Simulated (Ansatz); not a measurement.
Worked example: relaxation of the atoms of Cd₂SeS (P3m1, 4 atoms in the cell) in Ansatz (a program for electronic structure).

Method of the run: LDA (PW92), default PAW files made with PBE (plane waves; Ansatz).

The change in words: one atom moved by 0.15 angstrom; relax: default → atoms; relax.f_tol: default → 0.2 eV/Å. Reference geometry:
```yaml
crystal:
  lattice:
    - [4.31054, 0.00000, 0.00000]
    - [-2.15527, 3.73304, 0.00000]
    - [0.00000, 0.00000, 7.02889]
  atoms:
    - { symbol: Cd, position: [0.00000, 0.00000, 0.49023] }
    - { symbol: Cd, position: [0.33333, 0.66667, 0.00964] }
    - { symbol: Se, position: [0.33333, 0.66667, 0.62575] }
    - { symbol: S, position: [0.00000, 0.00000, 0.12238] }
```

Reference input (self-consistent single point, DFT, LDA (PW92), plane waves, default PAW files made with PBE): basis.ecutwfc = 420 eV; kpoints.mp_grid.grid = 7 7 4; hamiltonian.xc = lda; hamiltonian.pseudopotentials = {kind: paw} (the program's default PAW files); scf.occupations.method = fermi_dirac; scf.occupations.width = 0.05 eV. This run's input differs from it in these lines:

```diff
@@ -7,3 +7,3 @@
   atoms:
-    - { symbol: Cd, position: [0.000000, 0.000000, 0.490230] }
+    - { symbol: Cd, position: [0.000000, 0.000000, 0.511570] }
     - { symbol: Cd, position: [0.333333, 0.666667, 0.009640] }
@@ -20,2 +20,4 @@
   occupations: { method: fermi_dirac, width: 0.05 }
+relax:
+  f_tol: 0.2
 output:
```

Output (repeated stretches shortened):

```
   [... SCF lines of the steps left out ...]
relax step   1: F+E_penalty+E_count = -22490.59590652 eV  Δ(F+E_penalty+E_count) = +0.000e0 eV  max|allowed force component| = 6.107e-1 eV/Å  Δτ_max = 0.0000 Å  (6 SCF iters, dr2 threshold 1.00e-4 eV, accepted)
relax step   2: F+E_penalty+E_count = -22490.64132428 eV  Δ(F+E_penalty+E_count) = -4.542e-2 eV  max|allowed force component| = 2.040e-1 eV/Å  Δτ_max = 0.1343 Å  (8 SCF iters, accepted)
relax step   3: F+E_penalty+E_count = -22490.64691301 eV  Δ(F+E_penalty+E_count) = -5.589e-3 eV  max|allowed force component| = 3.856e-2 eV/Å  Δτ_max = 0.0308 Å  (7 SCF iters, accepted)
the relaxation is at rest under the 6 symmetry operations that the run kept from its start: a minimum is not shown …
Free energy (F): -22490.646913 eV
Internal energy: -22490.646709 eV  (E = F + TS)
E sigma→0 (E₀):  -22490.646811 eV
Entropy (-TS):   -0.000204 eV (-0.051 meV/atom)
Fermi energy:    6.317673 eV
--- Forces (eV/Å), atoms counted from 1 ---
  atom   1  Cd     0.00000000     0.00000000    -0.01813286
  atom   2  Cd    -0.00000000    -0.00000000    -0.03854784
  atom   3  Se    -0.00000000    -0.00000000     0.01877661
  atom   4  S      0.00000000     0.00000000     0.03794384
--- Stress (GPa, compression-positive) ---
       -5.112276       0.000000      -0.000000
   [... lines left out ...]
  atoms:
    - { symbol: Cd, position: [1.6569479589129158e-17, -2.775557561562891e-17, 0.49554353241893084] }
    - { symbol: Cd, position: [0.33333333333333337, 0.6666666666666666, 0.016227022815466084] }
    - { symbol: Se, position: [0.33333333333333337, 0.6666666666666666, 0.6302137542486389] }
    - { symbol: S, position: [1.910424569546034e-17, -2.7755575615628914e-17, 0.12735569051696397] }
```

The run converged.  The full log also holds: “iter 5 did not close the SCF: its close was put off for the readings that it lacked (scf_convergence_deferred on its scf_iter line)”.

Summary of the result:
Free energy E − TS (on the zero of these files): -22490.6469 eV
Gap on the k-point mesh: 0.39 eV
Pressure: -5.15 GPa
Largest force (vector length): 0.039 eV/Å
Relaxation steps: 3

The starting cell comes from a database of computed structures (which also holds hypothetical and non-ambient phases and stackings), without a prior relaxation at this level. Its lattice was rescaled by up to half a per cent. For this run, on top of that: one atom moved by 0.15 angstrom. The relaxation keeps the symmetry of its start, so its end need not be a minimum. Ansatz's pressure includes its estimate of the finite-basis (Pulay) stress.

Keys are those of Ansatz 0.2.
